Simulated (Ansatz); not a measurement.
Take FeS2 (space group Pnnm, No. 58; a = 4.367 Å, b = 5.333 Å, c = 3.344 Å; non-magnetic) as the base.

Method: plane-wave PAW DFT at the PBEsol level (Ansatz, a first-principles code, 420 eV), spin-orbit coupling left out, earlier PAW set.

Before the change:

| Quantity | Result |
|---|---|
| Volume per atom | 12.98 Å³ |
| Gap character | indirect, k = (3/8, 0, 0) in the run's primitive reciprocal basis → T |
| Band gap | 0.91 eV |
| Smallest direct gap | 1.23 eV |
| Width of the top valence band | 1.06 eV |

Perturbation: hydrostatic tension (pressure −2 GPa).

Q: How does this affect the volume per atom?

A: The volume per atom rises by 0.16 Å³ to 13.14 Å³.

Q: How does this affect the gap character?

A: The gap character remains indirect, k = (3/8, 0, 0) in the run's primitive reciprocal basis → T.

Q: How does this affect the band gap?

A: The band gap shrinks by 0.027 eV to 0.89 eV.

Q: Estimate the effect on the smallest direct gap.

A: The smallest direct gap shrinks by 0.024 eV to 1.20 eV.

Q: Predict the new width of the top valence band.

A: The width of the top valence band falls by 0.03 eV (1.06 eV → 1.03 eV).

Load acts through the strain it causes; cell and atoms are relaxed under it. Whether these cells are dynamically stable was not tested. Seeded moments were not kept for the base. All final runs are without spin polarisation.
